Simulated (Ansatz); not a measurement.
## Converging zone-centre phonons against the mesh: CdPt (P4/mmm, 2 atoms in the cell)

```
CdPt
1.0
    2.97650     0.00000     0.00000
    0.00000     2.97650     0.00000
    0.00000     0.00000     3.83451
Cd Pt
1 1
Direct
  0.00000   0.00000   0.00000
  0.50000   0.50000   0.50000
```

Computed with LDA (PW92), default PAW files made with PBE (plane waves; Ansatz, a quantum-chemistry and plane-wave program).

Base settings: basis.ecutwfc = 420 eV; kpoints.mp_grid.grid = 11 11 9; hamiltonian.xc = lda; hamiltonian.pseudopotentials = {kind: paw} (the program's default PAW files); scf.occupations.method = fermi_dirac; scf.occupations.width = 0.1 eV.

In this ladder: phonons.method = dfpt.

Frequencies are those of the unrelaxed cell, without the LO-TO term of polar crystals.

Only quantities that move along the ladder and can be compared are tabulated.

The starting cell comes from a database of computed structures (which also holds hypothetical and non-ambient phases and stackings), without a prior relaxation at this level. Its lattice was rescaled by up to half a per cent. Spin polarisation is off. In the base run, with a pressure of about -8 GPa the cell is away from its equilibrium volume at this level.

Steps (kpoints.mp_grid.grid): 3 3 3; 4 4 3; 5 5 4; 6 6 5; 7 7 6; 9 9 7; 11 11 8; 13 13 10; 16 16 13; 20 20 16; 25 25 20.

What is the coarsest kpoints.mp_grid.grid that holds the highest zone-centre frequency within 2 cm⁻¹ of the last step, with all finer ones?

6 6 5; the step before is off by 3.1 cm⁻¹.

| kpoints.mp_grid.grid | highest zone-centre frequency (cm⁻¹) |
|---|---|
| 3 3 3 | 154.1 |
| 4 4 3 | 162.6 |
| 5 5 4 | 156.2 |
| 6 6 5 | 159.3 |
| 7 7 6 | 158.0 |
| 9 9 7 | 159.2 |
| 11 11 8 | 159.5 |
| 13 13 10 | 159.2 |
| 16 16 13 | 159.2 |
| 20 20 16 | 159.3 |
| 25 25 20 | 159.3 |

Keys are those of Ansatz 0.2.
